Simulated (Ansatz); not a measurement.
PbS (C2/m, No. 12, 4 atoms in the cell; start mp-727323; a measured phase of this formula has another space group) was calculated with r²SCAN (PAW; Ansatz, a quantum-chemistry and plane-wave program).

Numerical settings: plane-wave cutoff 500 eV, 10×10×1 k mesh (along the axes of the cell as run), Fermi–Dirac smearing 0.05 eV, scalar-relativistic PAW data made under PBE.

Cell (relaxed at this level):

```
PbS
1.0
    2.98386    -2.98290     0.00000
    2.98386     2.98290     0.00000
   -1.09868     0.00000    11.16784
Pb S
2 2
Cartesian
  0.94197   0.00000   4.15678
  3.92707   0.00000   7.01106
  3.92532   0.00000   4.35244
  0.94372   0.00000   6.81540
```

Task: What does this level give for the band gap?

Result: 
- band gap = 2.13 eV (on the SCF k mesh)

Note: the relaxation could not lower the start's symmetry, so the cell can be a saddle point above a distorted one; the cell has widely spaced layers and the level no dispersion term, so their spacing and the moduli can rest on weak binding.

Spin–orbit coupling is not included; with these elements it can move the gap by several tenths of an eV or more.

It cost about 29 core-seconds (a rough figure) of CPU time.

A start named mp-… is a Materials Project structure, which need not be a measured phase.
